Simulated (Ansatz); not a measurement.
The starting structures come from a database of crystals and need not be the phases stable at ambient conditions.

 Where the default PAW files enter, the runs use the earlier of Ansatz's two default sets.

By PBEsol, the system below comes out a metal.

The ballistic (Sharvin) conductance counts the channels at the Fermi level: G/A = (e²/h) × channels of both spins per area.

Given:

```
CELL_PARAMETERS angstrom
      2.67636     0.00000     0.00000
      0.00000     4.33992     0.00000
      1.33818     0.00000     2.36510
ATOMIC_POSITIONS crystal
  Rh 0.66667 0.25000 0.66667
  Rh 0.33333 0.75000 0.33333
```

Space group of this cell: Cmcm. The cell is strained (lengths across the current scaled by 0.98, ions clamped); by PBEsol its mean pressure is -3.6 GPa.

The current flows along the normal of the first two printed cell vectors. No spin-orbit coupling; the value is a mean over 0.1 eV about the Fermi level.

Task: Estimate the ballistic conductance per area that PBEsol run with Ansatz (a program for electronic structure) returns for this system.

Result: 1.7 × 10¹⁵ S/m² for both spins.
